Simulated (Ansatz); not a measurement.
## A short convergence ladder for CaC2 (Cm, 6 atoms in the cell)

```yaml
crystal:
  lattice:
    - [3.58964, -1.92104, 0.00000]
    - [3.58964, 1.92104, 0.00000]
    - [-2.17074, 0.00000, 7.11421]
  atoms:
    - { symbol: Ca, position: [0.79953, 0.79953, 0.76054] }
    - { symbol: Ca, position: [0.20259, 0.20259, 0.24649] }
    - { symbol: C, position: [0.07922, 0.07922, 0.56431] }
    - { symbol: C, position: [0.92078, 0.92078, 0.43569] }
    - { symbol: C, position: [0.45186, 0.45186, 0.05825] }
    - { symbol: C, position: [0.54814, 0.54814, 0.94175] }
```

Base method: PBEsol, default PAW files made with PBE (plane waves; Ansatz, a quantum-chemistry and plane-wave program).

Base settings: basis.ecutwfc = 420 eV; kpoints.mp_grid.grid = 7 7 4; hamiltonian.xc = pbesol; hamiltonian.pseudopotentials = {kind: paw} (the program's default PAW files); scf.occupations.method = fixed.

**The width of Fermi-Dirac smearing**

In this ladder: scf.occupations.method = fermi_dirac.

The mesh stays at the base's, so the ladder's end is converged at best in this setting alone.

Only quantities that move along the ladder and can be compared are tabulated.

| scf.occupations.width | free energy less the last step's (meV/atom) | pressure (GPa) | largest difference of a force vector from the last step's (eV/Å) |
|---|---|---|---|
| 1 eV | -251.09 | 0.44 | 1.611 |
| 0.5 eV | -17.42 | -1.99 | 0.262 |
| 0.2 eV | -0.08 | -2.11 | 0.003 |
| 0.1 eV | 0.00 | -2.11 | 0.000 |
| 0.02 eV | 0.00 | -2.11 | 0.000 |

Widest scf.occupations.width that holds the forces within 0.01 eV/Å of the last step, with all finer ones: 0.2 eV; the step before is off by 0.26 eV/Å.

Widest scf.occupations.width that holds the pressure within 0.1 GPa of the last step, with all finer ones: 0.2 eV; the step before is off by 0.12 GPa.

Widest scf.occupations.width that holds the free energy within 5 meV/atom of the last step, with all finer ones: 0.2 eV; the step before is off by 17 meV/atom.

On the base run: the starting cell comes from a database of computed structures (which also holds hypothetical and non-ambient phases and stackings), without a prior relaxation at this level. Its lattice was rescaled by up to half a per cent. One atom was moved a little off its site on purpose. Ansatz's pressure includes its estimate of the finite-basis (Pulay) stress.

Keys are those of Ansatz 0.2.
